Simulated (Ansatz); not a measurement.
Hf2InC (P6₃/mmc, No. 194, 8 atoms in the cell; start mp-22156) was calculated with PBEsol (plane waves, PAW; Ansatz, a quantum-chemistry and plane-wave program).

Numerical settings: plane-wave cutoff 520 eV, 18×18×4 k mesh (along the axes of the cell as run), Fermi–Dirac smearing 0.05 eV, scalar-relativistic PAW data made under PBE.

Cell (relaxed at this level):

```cif
data_C2Hf4In2
_chemical_formula_sum 'Hf4 In2 C2'
_space_group_name_H-M_alt 'P 1'
_space_group_IT_number 1
_cell_length_a 3.28908
_cell_length_b 3.28908
_cell_length_c 14.70553
_cell_angle_alpha 90.000
_cell_angle_beta 90.000
_cell_angle_gamma 120.000
loop_
_space_group_symop_operation_xyz
  'x, y, z'
loop_
_atom_site_label
_atom_site_type_symbol
_atom_site_fract_x
_atom_site_fract_y
_atom_site_fract_z
_atom_site_occupancy
Hf1 Hf 0.66667 0.33333 0.58239 1
Hf2 Hf 0.33333 0.66667 0.41761 1
Hf3 Hf 0.33333 0.66667 0.08239 1
Hf4 Hf 0.66667 0.33333 0.91761 1
In1 In 0.66667 0.33333 0.25000 1
In2 In 0.33333 0.66667 0.75000 1
C1 C 0.00000 0.00000 0.50000 1
C2 C 0.00000 0.00000 0.00000 1
```

**Question.** Estimate the bulk modulus that the calculation returns.

**Answer.** 
* **bulk modulus**: 140 GPa

The run finds no gap.

Note: the bulk modulus is −V dP/dV from two relaxed cells at ±2 % in volume; the relaxation could not lower the start's symmetry, so the cell can be a saddle point above a distorted one.

Spin–orbit coupling is not included; it can open a gap where bands touch, and shift volumes and moduli.

A start named mp-… is a Materials Project structure, which need not be a measured phase.
